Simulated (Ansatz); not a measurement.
```
TiO2
1.0
    4.48503     0.00000     0.00000
    0.00000     4.48503     0.00000
    0.00000     0.00000     2.88192
Ti O
2 4
Direct
  0.00000   0.00000   0.00000
  0.50000   0.50000   0.50000
  0.30229   0.30229   0.00000
  0.80229   0.19771   0.50000
  0.19771   0.80229   0.50000
  0.69771   0.69771   0.00000
```

No spin polarisation.

The values are results of r2SCAN (Ansatz, a program for electronic structure), without spin-orbit coupling, not measurements. Settings: 7×7×11 k-points, 0.05 eV Fermi–Dirac smearing.

### Question
Predict the valence-band top at Γ (three highest levels, from the VBM).

### Answer
0.00, -0.53, -0.53 eV.

### Question
What gap character does the calculation give?

### Answer
Direct at Γ.

### Question
What hole mass does the calculation give?

### Answer
2.9 mₑ along c, 2.0 mₑ across (at Γ).

The cells carry an imposed strain or load. Effective masses come from finite differences of ±0.01 Å⁻¹. No phonon test of stability was made. All final runs are without spin polarisation. The cell was made from TiO2 in the rutile structure (space group P4_2/mnm, No. 136) by this change: isotropic strain −2.43 %.
